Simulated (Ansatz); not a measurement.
**How far PBE and PBEsol part for hypothetical diamond Tl**

Start from Tl in the diamond structure (space group Fd-3m, No. 227; a = 7.117 Å; a hypothetical phase, not in the database extracts checked).

(Cell as relaxed with PBE.)

Levels (all Ansatz, a quantum-chemistry and plane-wave program, PAW): PBE (420 eV, no spin-orbit coupling); PBEsol (420 eV, spin-orbit coupling left out).

Each level relaxes its own structure.

```json
[
 {"quantity": "volume per atom", "PBE": "45.05 Å³", "PBEsol": "40.51 Å³"},
 {"quantity": "lattice parameter a", "PBE": "7.117 Å", "PBEsol": "6.869 Å"},
 {"quantity": "band gap", "PBE": "zero", "PBEsol": "zero"}
]
```

PBE's volume per atom lies 4.545 Å³ above PBEsol's (11.2 %); PBE's lattice parameter a lies 0.248 Å above PBEsol's (3.6 %); the two agree on the band gap. Neither level is exact; PBEsol is the comparison here, not a measurement.

Stability against distortions was not tested.
